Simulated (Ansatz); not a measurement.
Model: Si(111) 1x1 surface, 6 top atoms, 3 bilayers, bottom bilayer H-capped and fixed, every top atom capped by Cl; cell 11.5 x 6.6 Å; about 7 Å thick over the host's atoms, 18 atoms held. Method: PBE-D3(BJ) (plane waves to 420 eV, PAW; Ansatz, a program for electronic structure). k mesh 1 x 2 x 1. The slab states were run without spin polarisation. Slab thickness, cell and mesh are as stated and are not converged limits. No zero-point or entropy terms are included. Each state was relaxed from one prepared geometry.

One SiH2 a cell is brought to Si(111):Cl. Relaxed result near the molecule:

| atom | x (Å) | y (Å) | z (Å) |
|---|---|---|---|
| Cl(31) | 5.466 | 3.515 | 11.591 |
| Si(d0) | 6.771 | 2.792 | 13.644 |
| H(d1) | 5.331 | 2.459 | 14.060 |
| H(d2) | 6.597 | 4.286 | 13.956 |

What is the adsorption energy against the free SiH2 and the slab before, and how much of it is dispersion?

-0.45 eV (negative: bound); the D3 term gives -0.27 eV of it. Its closest contacts to the rest of the cell: Si(d0)...Cl(31) 2.54 Å, H(d1)...Cl(31) 2.69 Å, H(d2)...Cl(31) 2.73 Å.
